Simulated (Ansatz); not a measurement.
Results of LDA (Ansatz, a first-principles code, PAW) for CaScO₂F (model structure, started from the SrVO2H type, P4/mmm, No. 123, 5 atoms in the cell).

Numerical settings: plane-wave cutoff 520 eV, 8×8×8 k mesh, Fermi–Dirac smearing 0.01 eV, scalar-relativistic PAW data made under PBE.

Cell (relaxed with PBEsol):

```cif
data_CaFO2Sc
_chemical_formula_sum 'Ca1 Sc1 O2 F1'
_space_group_name_H-M_alt 'P 1'
_space_group_IT_number 1
_cell_length_a 4.06062
_cell_length_b 4.06062
_cell_length_c 3.95869
_cell_angle_alpha 90.000
_cell_angle_beta 90.000
_cell_angle_gamma 90.000
loop_
_space_group_symop_operation_xyz
  'x, y, z'
loop_
_atom_site_label
_atom_site_type_symbol
_atom_site_fract_x
_atom_site_fract_y
_atom_site_fract_z
_atom_site_occupancy
Ca1 Ca 0.50000 0.50000 0.50000 1
Sc1 Sc 0.00000 0.00000 0.00000 1
O1 O 0.50000 0.00000 0.00000 1
O2 O 0.00000 0.50000 0.00000 1
F1 F 0.00000 0.00000 0.50000 1
```

Estimate the band gap and smallest direct gap on the k points sampled that the calculation returns.


- band gap = 2.66 eV (indirect)
- smallest direct gap on the k points sampled = 3.08 eV

Note: the relaxation could raise the start's symmetry but not lower it, so the cell can be a saddle point; cell and atoms aren't relaxed at this level (pressure -4.6 GPa).

Static lattice: no zero-point or thermal effects.

Cost on a shared machine: about 13 core-seconds (a rough figure).

A model structure was made by putting elements into a prototype or built by hand; it is no filed structure, need not be a known phase, and can be a saddle point held by its symmetry.
